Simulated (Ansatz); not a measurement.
Cost and result by functional for the surface energy of the (21-31) surface of hcp Os in its 1x1 cell, outermost plane spacing 0.15 Å in the ideal cut, in Ansatz (plane waves, PAW). Single points on the PBE structure, on one kind of machine; costs are rough ratios of the slab run's core time (references not counted) to the cheapest single point. r2SCAN's cost holds its higher cutoff (500 against 420 eV). Differences are taken against r2SCAN for comparison alone: no measured value is at hand, so the table doesn't rank accuracy.

Slab: 24 atoms, 9.9 Å thick at the start (thin: gaps and levels are the slab's own); k 8x6x1, smearing 0.1 eV, dipole-corrected; all atoms relaxed; start symmetry kept, larger cells not searched; no spin, no spin-orbit, no U. These notes are the PBE run's.

```tsv
functional	relative cost	surface energy (J/m²)	less r2SCAN (J/m²)
LDA	1	4.58	0.33
PBEsol	1	4.44	0.18
RPBE	1	3.72	-0.53
r2SCAN	2	4.26	0.00
PBE (the relaxed run's value)	–	3.97	-0.29
```

The values span 0.86 J/m², while the single points' costs differ by a factor of roughly 2. Differences are of unrounded values.

Ansatz is a program for electronic structure.
